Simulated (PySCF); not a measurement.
PySCF 2.14.0, BP86/def2-svp, df: F/[C]=C/C(F)(F)F, charge +1, multiplicity 1, 8 atoms. The geometry is a generated start, not checked to be a minimum at this level.

```yaml
task: energy
method: bp86
basis: def2-svp
two_electron_scheme: density fitting
mol.max_memory: 3000 MB
mf.max_cycle: 100
mf.init_guess: minao (default)
mf.conv_tol: 1e-09 (default)
mf.grids.level: 3 (default)
basis_functions: 103
grid_points: 109216
```

```xyz
8

F      2.5217     0.8301     0.5379
C      1.5642     0.2126     0.1002
C      0.5335    -0.3559    -0.3158
C     -0.9990     0.0649     0.0857
F     -1.0792     1.3635     0.1282
F     -1.7910    -0.4205    -0.8215
F     -1.2370    -0.4612     1.2538
H      0.4868    -1.2336    -0.9685
```

Charge 1 and multiplicity 1 are set for this test and not shown to be the ground state.

With the defaults (mf.DIIS = CDIIS, mf.diis = true, mf.damp = 0, mf.diis_start_cycle = 1, mf.level_shift = 0, mf.diis_damp = 0, mf.diis_space = 8) it converges in 15 Fock builds. One run each on 2 threads, 1 BLAS thread, with these changes:
- mf.damp = 0.3, mf.diis_start_cycle = 4
- mf.level_shift = 1 Hartree
- mf.diis = false
- mf.diis_space = 12
- mf.diis_damp = 0.3
- mf.DIIS = ADIIS
- mf.diis = false, mf.damp = 0.7, mf.diis_start_cycle = 999
- mf.DIIS = EDIIS
- mf.damp = 0.7, mf.diis_start_cycle = 8

Which runs fail or end elsewhere than the default run?

No convergence: mf.DIIS = EDIIS; mf.diis = false (the run ends without SCF convergence in 100 cycles). The rest reach the solution of the defaults.

| setting | Fock builds | end |
|---|---|---|
| mf.diis_damp = 0.3 | 13 | same solution |
| the defaults | 15 | same solution |
| mf.damp = 0.7, mf.diis_start_cycle = 8 | 15 | same solution |
| mf.diis_space = 12 | 15 | same solution |
| mf.damp = 0.3, mf.diis_start_cycle = 4 | 19 | same solution |
| mf.diis = false, mf.damp = 0.7, mf.diis_start_cycle = 999 | 24 | same solution |
| mf.DIIS = ADIIS | 28 | same solution |
| mf.level_shift = 1 Hartree | 52 | same solution |
| mf.DIIS = EDIIS | 101 | no convergence |
| mf.diis = false | 101 | no convergence |
